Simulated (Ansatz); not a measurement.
Take GaP in the zinc blende structure (space group F-43m, No. 216; a = 5.438 Å) as the base. Axes: x, y, z lie along the cube axes.

Structures relaxed with Ansatz (an electronic-structure program) PBEsol, scalar-relativistic without spin-orbit coupling.

Base:

Simulated powder pattern, Cu Kα1, λ = 1.54056 Å (kinematic, ideal powder, no thermal factors, no anomalous dispersion; the 8 strongest lines at most, above 2 %, up to 2θ = 90°):

```tsv
2θ (°)	I/Imax (%)	hkl
28.40	100	(111)
32.91	14	(200)
47.23	61	(220)
56.04	42	(311)
69.02	9.4	(400)
76.25	16	(331)
78.60	4.4	(420)
87.87	20	(422)
```

After one change:

Simulated powder pattern, Cu Kα1, λ = 1.54056 Å (kinematic, ideal powder, no thermal factors, no anomalous dispersion; the 8 strongest lines at most, above 2 %, up to 2θ = 90°):

| 2θ (°) | I/Imax (%) |
|---|---|
| 28.46 | 100 |
| 32.91 | 9.7 |
| 47.23 | 20 |
| 47.39 | 40 |
| 56.07 | 28 |
| 56.35 | 14 |
| 76.52 | 11 |
| 87.99 | 13 |

Question: Which change produced these results?
(A) isotropic strain +1.55 %
(B) biaxial strain +3.58 %, plane normal [001], relaxed out of plane
(C) uniaxial stress, 3 GPa tension along z
(D) uniaxial strain ε_zz = −0.62 %

Answer: D, uniaxial strain ε_zz = −0.62 %. Its volume per atom is 19.98 Å³ against 20.11 Å³, and its space group is I-4m2 (No. 119).

Beyond what the load breaks, stability against distortions was not tested.
